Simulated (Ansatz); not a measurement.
## How the smallest direct gap on the k points sampled of CdZnS2 (P3m1, No. 156, 4 atoms in the cell; start mp-1215475) moves with the method

No measured value is used here.

```csv
level (code),value (eV),cell (Å³/atom)
LDA (Ansatz),1.30,21.10
PBEsol (Ansatz),1.33,21.86
PBEsol+SOC (Ansatz),1.31,21.86
HSE06+SOC (Ansatz),2.54,21.86
```

Computed values are for a static lattice. Levels without +SOC have no spin–orbit coupling; where heavier elements are present it shifts gaps, mostly down, and can invert bands.  Values are at the level's own equilibrium cell; PBEsol+SOC at the PBEsol cell; HSE06+SOC at the PBEsol cell. Cutoffs and k meshes differ between the levels. Ansatz's density-functional and Hartree–Fock values are scalar-relativistic unless marked +SOC, with PAW data made under PBE.

A start named mp-… is a Materials Project structure, which need not be a measured phase.

Ansatz is an electronic-structure program.
